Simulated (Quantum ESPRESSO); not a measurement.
Quantum ESPRESSO run on Mg₆NbSi (Amm2, 8 atoms in the cell): self-consistent single point.

Level of theory: PBEsol, GBRV 1.5 ultrasoft (PBESOL) pseudopotentials (plane waves; Quantum ESPRESSO).

```
CELL_PARAMETERS angstrom
      4.81729     0.00000     0.00000
      0.00000     3.12547     5.30688
      0.00000    -3.12547     5.30688
ATOMIC_POSITIONS crystal
  Mg 0.00000 0.34068 0.83196
  Mg 0.00000 0.83196 0.34068
  Mg 0.00000 0.33375 0.33375
  Mg 0.50000 0.16630 0.67222
  Mg 0.50000 0.67222 0.16630
  Mg 0.50000 0.16781 0.16781
  Nb 0.50000 0.67925 0.67925
  Si 0.00000 0.80804 0.80804
```

Reference input (self-consistent single point, DFT, PBEsol, plane waves, GBRV 1.5 ultrasoft (PBESOL) pseudopotentials): ecutwfc = 40 Ry; ecutrho = 320 Ry; occupations = smearing; smearing = marzari-vanderbilt; degauss = 0.0073499 Ry; potentials = {Mg: mg_pbesol_v1.4.uspp.F.UPF, Nb: nb_pbesol_v1.uspp.F.UPF, Si: si_pbesol_v1.uspp.F.UPF}; K_POINTS = automatic 4 4 4 0 0 0; conv_thr = 1e-10 Ry; mixing_beta = 0.7. This run's input differs from it in these lines:

```diff
@@ -15,4 +15,4 @@
  occupations = 'smearing',
- smearing = 'marzari-vanderbilt',
- degauss = 0.0073499,
+ smearing = 'gaussian',
+ degauss = 0.02205,
 /
```

Output, abridged:

```
     Self-consistent Calculation

     iteration #  1     ecut=    40.00 Ry     beta= 0.70

     total energy              =    -877.37368884 Ry
     estimated scf accuracy    <       1.58941404 Ry

     iteration #  2     ecut=    40.00 Ry     beta= 0.70

     total energy              =    -876.19060209 Ry
     estimated scf accuracy    <      14.32007254 Ry

     iteration #  3     ecut=    40.00 Ry     beta= 0.70

     total energy              =    -878.01476668 Ry
     estimated scf accuracy    <       0.98782418 Ry

   [... 8 blocks of this kind left out ...]

     iteration # 12     ecut=    40.00 Ry     beta= 0.70

     total energy              =    -878.12748240 Ry
     estimated scf accuracy    <          4.9E-10 Ry

     iteration # 13     ecut=    40.00 Ry     beta= 0.70
     End of self-consistent calculation

     the Fermi energy is     7.5326 ev

!    total energy              =    -878.12748240 Ry
     estimated scf accuracy    <          5.1E-11 Ry
     smearing contrib. (-TS)   =      -0.01650413 Ry
     internal energy E=F+TS    =    -878.11097827 Ry

     convergence has been achieved in  13 iterations

     Forces acting on atoms (cartesian axes, Ry/au):

     atom    1 type  1   force =     0.00000000    0.00077425    0.00047498
     atom    2 type  1   force =     0.00000000   -0.00077425    0.00047498
     atom    3 type  1   force =     0.00000000    0.00000000   -0.00021543
     atom    4 type  1   force =     0.00000000   -0.00040245    0.00023117
     atom    5 type  1   force =     0.00000000    0.00040245    0.00023117
   [... lines left out ...]

     Total force =     0.005244     Total SCF correction =     0.000034

          total   stress  (Ry/bohr**3)                   (kbar)     P=      -13.07
  -0.00006712   0.00000000   0.00000000           -9.87        0.00        0.00
   0.00000000  -0.00011458   0.00000000            0.00      -16.85        0.00
   0.00000000  -0.00000000  -0.00008475            0.00       -0.00      -12.47

   JOB DONE.
```

The run converged in 13 iterations. Against the reference run the free energy drops by 14.0 meV/atom, the pressure goes from -1.46 to -1.31 GPa and the largest force goes from 0.197 to 0.112 eV/Å.

The starting cell comes from a database of computed structures (which also holds hypothetical and non-ambient phases and stackings), without a prior relaxation at this level. Spin polarisation is off.

Cost on one core of a shared machine: roughly 4 min.
